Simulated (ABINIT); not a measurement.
ABINIT run on La₃Hf (Pm-3m, 4 atoms in the cell): self-consistent single point.

Method of the run: PBEsol, norm-conserving pseudopotentials (PseudoDojo nc-sr-04 PBEsol standard) (plane waves; ABINIT 10.0.3).

```yaml
crystal:
  lattice:
    - [5.11425, 0.00000, 0.00000]
    - [0.00000, 5.11425, 0.00000]
    - [0.00000, 0.00000, 5.11425]
  atoms:
    - { symbol: La, position: [0.00000, 0.50000, 0.50000] }
    - { symbol: La, position: [0.50000, 0.00000, 0.50000] }
    - { symbol: La, position: [0.50000, 0.50000, 0.00000] }
    - { symbol: Hf, position: [0.00000, 0.00000, 0.00000] }
```

Reference input (self-consistent single point, DFT, PBEsol, plane waves, norm-conserving pseudopotentials (PseudoDojo nc-sr-04 PBEsol standard)): pseudos = [La.upf, Hf.upf]; ecut = 55 Ha; occopt = 7; tsmear = 0.136 eV; ngkpt = 4 4 4; nshiftk = 1; shiftk = 0 0 0; potentials = PseudoDojo nc-sr-04 PBEsol standard; nband = 30; kptopt = 1; nstep = 80; toldfe = 1e-09 Ha. This run's input differs from it in these lines:

```diff
@@ -26,3 +26,3 @@
 nstep 80
-toldfe 1.0e-09
+toldfe 3.7e-05
 prtwf 0
```

Output, abridged:

```
--- !BeginCycle
solver: {iscf: 7, nstep: 80, nline: 4, wfoptalg: 0, }
tolerances: {toldfe: 3.70E-05, }
...

     iter   Etot(hartree)      deltaE(h)  residm     vres2
 ETOT  1  -161.45253057612    -1.615E+02 4.207E-02 3.357E+03
 ETOT  2  -160.98668416124     4.658E-01 1.156E-02 1.433E+04
 ETOT  3  -161.67046547649    -6.838E-01 1.897E-02 2.016E+02
 ETOT  4  -161.68233935038    -1.187E-02 1.203E-02 3.772E+01
 ETOT  5  -161.68443351357    -2.094E-03 7.376E-03 3.177E+01
   [... 2 lines left out ...]
 ETOT  8  -161.68716868873    -1.780E-04 4.827E-03 5.015E-01
 ETOT  9  -161.68728729008    -1.186E-04 1.178E-02 1.988E-02
 ETOT 10  -161.68732208339    -3.479E-05 6.441E-03 2.517E-01
 ETOT 11  -161.68735286122    -3.078E-05 8.001E-03 5.162E-02
 At SCF step   11, etot is converged :
  for the second time, diff in etot=  3.078E-05 < toldfe=  3.700E-05

 Cartesian components of stress tensor (hartree/bohr^3)
  sigma(1 1)=  1.21341250E-04  sigma(3 2)=  0.00000000E+00
  sigma(2 2)=  1.21341250E-04  sigma(3 1)=  0.00000000E+00
  sigma(3 3)=  1.21341250E-04  sigma(2 1)=  0.00000000E+00

 ----iterations are completed or convergence reached----

 reduced coordinates (array xred) for    4 atoms
       0.000000000000      0.500000000000      0.500000000000
       0.500000000000      0.000000000000      0.500000000000
       0.500000000000      0.500000000000      0.000000000000
       0.000000000000      0.000000000000      0.000000000000
 cartesian forces (eV/Angstrom) at end:
    1     -0.00000000000000    -0.00000000000000    -0.00000000000000
   [... lines left out ...]
 Fermi (or HOMO) energy (hartree) =   0.30464   Average Vxc (hartree)=  -0.38009
 Fermi (or HOMO) energy (eV) =   8.28960   Average Vxc (eV)= -10.34278
   [... lines left out ...]
total_energy        : -1.61687352861219E+02
total_energy_eV     : -4.39973662401391E+03
band_energy         : -1.62703418680462E+01
...

-Cartesian components of stress tensor (GPa)         [Pressure= -3.5700E+00 GPa]
- sigma(1 1)=  3.56998223E+00  sigma(3 2)=  0.00000000E+00
- sigma(2 2)=  3.56998223E+00  sigma(3 1)=  0.00000000E+00
- sigma(3 3)=  3.56998223E+00  sigma(2 1)=  0.00000000E+00

 Calculation completed.
```

The run converged in 11 iterations. Against the reference run the free energy is nearly the same (within 1 meV/atom) and the pressure goes from -4.04 to -3.57 GPa.

The starting cell comes from a database of computed structures (which also holds hypothetical and non-ambient phases and stackings), without a prior relaxation at this level. Its lattice was rescaled by a random factor within 2.5 % of one. With a pressure of about -4 GPa the cell is away from its equilibrium volume at this level.

Cost on one core of a shared machine: roughly 6 min.
